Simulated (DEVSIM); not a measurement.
DEVSIM, 1D Poisson equation in equilibrium, Boltzmann statistics, complete ionisation; no quantum confinement or tunnelling. Metal contacts follow the ideal Schottky-Mott rule: no Fermi-level pinning, no interface dipoles.

Device: Pd/SiON/p-Si capacitor, at 300 K.

```
layer (left to right)  material  thickness (nm)  Na (cm⁻³)
---------------------  --------  --------------  ---------
1                          SiON            4.10          -
2                            Si            1400     1.8e17
```

Metal gate on the left, work function 5.2 eV. Fixed charge at the semiconductor interface -6.7e11 cm⁻² (in units of +e); interface traps 1.1e10 cm⁻² eV⁻¹, uniform in energy, neutral level at 0.7 of the gap above the valence band.

The device is made up for the run: typed textbook-type constants, with dimensions and the other settings drawn at random. Values at 300 K; Nc and Nv go as T^1.5, mobilities as T to minus their exponent, the gap by Varshni's rule with the affinity fixed.

```tsv
parameter	SiON	Si
gap (eV)	7	1.124
affinity (eV)	1.4	4.05
permittivity	5.5	11.7
Nc (cm⁻³)	-	2.86e19
Nv (cm⁻³)	-	3.1e19
Varshni α (eV/K)	-	0.000473
Varshni β (K)	-	636
```

One input was changed, with this effect: capacitance of the dielectric stack little changed (1.19 μF/cm²); threshold voltage (band bending 2φF) 1.30 → 1.26 V; flat-band voltage 0.25 → 0.29 V; minimum of the low-frequency capacitance 0.132 → 0.140 μF/cm².

Question: Which change was it?
A. SiON thickness 0.0041 → 0.0035 μm
B. temperature 300 → 350 K
C. substrate doping 1.8e+17 → 3.6e+16 cm^-3

Answer: B, temperature 300 → 350 K
